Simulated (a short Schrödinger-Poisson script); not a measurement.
Gated Al0.3Ga0.7As/GaAs δ-doped gas in a quantum well

System: gated Al0.3Ga0.7As/GaAs δ-doped gas in a quantum well, at 300 K.

```csv
layer,material,thickness (nm),Na (cm⁻³)
1,Al0.3Ga0.7As,15,-
2,Al0.3Ga0.7As,3,-
3,GaAs,10,-
4,Al0.3Ga0.7As,4000,3e14
```

Constants are typed, rounded textbook-type inputs, not results; the design itself was drawn at random and stands for no fabricated device. Al0.3Ga0.7As: permittivity 12.05, conduction-band edge (eV) 0.237, gap (eV) 1.798, electron mass (mₑ) 0.0919, Nv at 300 K (cm⁻³) 9e18. GaAs: permittivity 12.9, conduction-band edge (eV) 0, gap (eV) 1.424, Nv at 300 K (cm⁻³) 9e18.

Channel valleys (confinement mass, in-plane density-of-states mass, number): Γ 0.067, 0.067, 1. At the gate the conduction-band edge of layer 1 lies 0.99 eV − eVg above the Fermi level of the channel; the field vanishes at the back. Sheet of ionised δ-doping: +3.4e12 e/cm² at 15 nm from the gate. The barrier under the gate holds no holes. Gaps are held at their typed values at every temperature. Mesh 0.08 nm at interfaces.

From a short Schrödinger-Poisson script (our own, NumPy): 1D Poisson equation in equilibrium, electrons quantum, Hartree plus LDA exchange-correlation (BenDaniel-Duke, 40 states a valley, the channel's in-plane mass for all, wave functions free to enter the barrier), parabolic valleys, classical holes, full ionisation, no traps, pinning or gate leakage.

| Vg (V) | electrons (cm⁻²) | in the channel layer | C (μF/cm²) | Γ E0 (meV) | Γ E1 (meV) |
|---|---|---|---|---|---|
| 0.5 | 1.41e12 | 1.31e12 | 0.493 | -41.4 | 45.3 |
| 0.45 | 1.26e12 | 1.18e12 | 0.485 | -35.8 | 51.0 |
| 0.4 | 1.11e12 | 1.04e12 | 0.477 | -29.8 | 57.1 |
| 0.35 | 9.63e11 | 9.10e11 | 0.469 | -23.5 | 63.6 |
| 0.3 | 8.18e11 | 7.77e11 | 0.461 | -16.6 | 70.5 |
| 0.25 | 6.76e11 | 6.44e11 | 0.450 | -9.2 | 78.2 |
| 0.2 | 5.38e11 | 5.14e11 | 0.436 | -0.8 | 86.8 |
| 0.15 | 4.05e11 | 3.88e11 | 0.417 | 8.9 | 96.7 |
| 0.1 | 2.79e11 | 2.68e11 | 0.388 | 20.7 | 108.9 |
| 0.05 | 1.65e11 | 1.59e11 | 0.339 | 36.2 | 124.6 |
| 0 | 7.36e10 | 7.09e10 | 0.245 | 58.7 | 147.3 |
| -0.05 | 2.00e10 | 1.93e10 | 0.106 | 93.3 | 181.9 |
| -0.1 | 3.43e9 | 3.31e9 | 0.0255 | 139.1 | 227.6 |
| -0.15 | 5.06e8 | 4.87e8 | 0.00792 | 188.7 | 277.1 |
| -0.2 | 7.33e7 | 7.07e7 | 0.00532 | 238.6 | 326.9 |
| -0.25 | 1.07e7 | 1.03e7 | 0.00505 | 288.4 | 376.6 |
| -0.3 | 1.57e6 | 1.51e6 | 0.00512 | 338.0 | 426.2 |

Gate voltages with under 1e6 electrons/cm² are left out.

Subbands count from the Fermi level.
